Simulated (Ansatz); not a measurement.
A computed series for W3N4: response to strain

The parent structure is W$_{3}$N$_{4}$ (space group Pm-3m, No. 221; a = 4.215 Å). Axes: x, y, z lie along the cube axes.

Strains are applied to the cell and any free atomic positions relax; under biaxial strain the out-of-plane vector relaxes too.

Computed with plane-wave PAW DFT at the PBE level (Ansatz, a quantum-chemistry and plane-wave program, 420 eV), without spin-orbit coupling.

Candidates:
(a) biaxial strain −0.37 %, plane normal [110], relaxed out of plane
(b) biaxial strain +1.81 %, plane normal [001], relaxed out of plane
(c) biaxial strain −2.99 %, plane normal [001], relaxed out of plane
(d) strain tensor (xx, yy, zz, yz, xz, xy) = (−2.07, −2.18, −3.13, −0.39, −0.66, +0.45) %

Notes on the quantities. energy relative to the base: free energy F.

Problem. Order them by energy relative to the base, lowest first.

Solution. (a) biaxial strain −0.37 %, plane normal [110], relaxed out of plane (+0.4 meV/atom), (b) biaxial strain +1.81 %, plane normal [001], relaxed out of plane (+17 meV/atom), (c) biaxial strain −2.99 %, plane normal [001], relaxed out of plane (+57 meV/atom), (d) strain tensor (xx, yy, zz, yz, xz, xy) = (−2.07, −2.18, −3.13, −0.39, −0.66, +0.45) % (+71 meV/atom)

Without a gap, meshes like the base's 11×11×11 leave anisotropic stresses uncertain by several tenths of a GPa, and small strain energies with them. No phonon test of stability was made. The final runs are not spin-polarised.
